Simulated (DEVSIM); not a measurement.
Structure: Pd/La2O3/n-Si capacitor, at 400 K.

Layer 1 from the left is La2O3, thickness (nm) 22.0. Layer 2 from the left is Si, thickness (nm) 820, Nd (cm⁻³) 4.9e17.

Metal gate on the left, work function 5.2 eV. Fixed charge at the semiconductor interface 0 cm⁻² (in units of +e); no interface traps.

Constants are typed, rounded textbook-type inputs, not results; the design itself was drawn at random and stands for no fabricated device. Values at 300 K; Nc and Nv go as T^1.5, mobilities as T to minus their exponent, the gap by Varshni's rule with the affinity fixed.

La2O3: gap (eV) 5.8, affinity (eV) 1.8, permittivity 27. Si: gap (eV) 1.124, affinity (eV) 4.05, permittivity 11.7, Nc (cm⁻³) 2.86e19, Nv (cm⁻³) 3.1e19, Varshni α (eV/K) 0.000473, Varshni β (K) 636.

Problem. Estimate by hand the flat-band voltage, the threshold voltage, and compare with a numerical solution.

Solution. 
- Flat-band voltage: C = 1.09 μF/cm², work-function difference 0.995 V; VFB = φms − qNf/C = 0.99 V; numerical 0.99 V.
- Threshold voltage: φF = 0.392 V, depletion charge √(4εqNφF) = 3.57e-7 C/cm²; VT = VFB − 2φF − Qd/C = -0.12 V; numerical -0.12 V.

Simulated with DEVSIM: 1D Poisson equation in equilibrium, Boltzmann statistics, complete ionisation; no quantum confinement or tunnelling. Metal contacts follow the ideal Schottky-Mott rule: no Fermi-level pinning, no interface dipoles.
